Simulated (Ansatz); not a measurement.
## Pressure series in MoP

The reference is MoP (space group P-6m2, No. 187; a = 3.206 Å, c = 3.174 Å).

Cell and atoms are relaxed at each pressure.

All numbers come from plane-wave PAW DFT at the PBEsol level (Ansatz, a first-principles code, 420 eV), no spin-orbit coupling.

Notes on the quantities. enthalpy: H = E + PV relative to the base's energy.

```csv
case,shortest interatomic distance,enthalpy
base,2.438 Å,–
pressure −2 GPa,2.445 Å,-0.18 eV/atom
pressure −1 GPa,2.442 Å,-0.09 eV/atom
pressure 1.8 GPa,2.432 Å,+0.16 eV/atom
pressure 4.2 GPa,…,+0.37 eV/atom
pressure 9 GPa,2.411 Å,+0.78 eV/atom
pressure 18 GPa,2.388 Å,+1.53 eV/atom
pressure 30 GPa,2.361 Å,+2.50 eV/atom
pressure 45 GPa,…,+3.67 eV/atom
pressure 60 GPa,2.308 Å,+4.80 eV/atom
```

### Question
Fill in the withheld entries from the trend.

### Answer

- pressure 4.2 GPa, shortest interatomic distance: 2.425 Å
- pressure 45 GPa, shortest interatomic distance: 2.333 Å

Load acts through the strain it causes; cell and atoms are relaxed under it. No phonon test of stability was made. Competing high-pressure phases were not computed. The final runs are not spin-polarised. An odd electron count without spin: MoP.
